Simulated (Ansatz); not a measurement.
Base system: CdTe in the zinc blende structure (space group F-43m, No. 216; a = 6.558 Å). Axes: x, y, z lie along the cube axes.

All numbers come from r2SCAN in Ansatz (plane waves to 500 eV, PAW, no spin-orbit coupling).

Now apply this change: the cell is compressed by 2.50 % along z with no lateral relaxation, atoms relaxed at fixed cell.

### Question
Predict the stress tensor and what it implies for the stiffness.

### Answer
Stress of the strained cell less that of the base (GPa, compression positive):
```
   0.94    0.00    0.00
   0.00    0.94    0.00
   0.00    0.00    1.33
```

Then −Δσ_ii/ε with ε = -0.0250 gives secant stiffness values (nonlinear terms included at this strain): C33 ≈ 53 GPa, C13 ≈ 38 GPa and C23 ≈ 38 GPa.

No phonon test of stability was made.

Ansatz is an electronic-structure program.
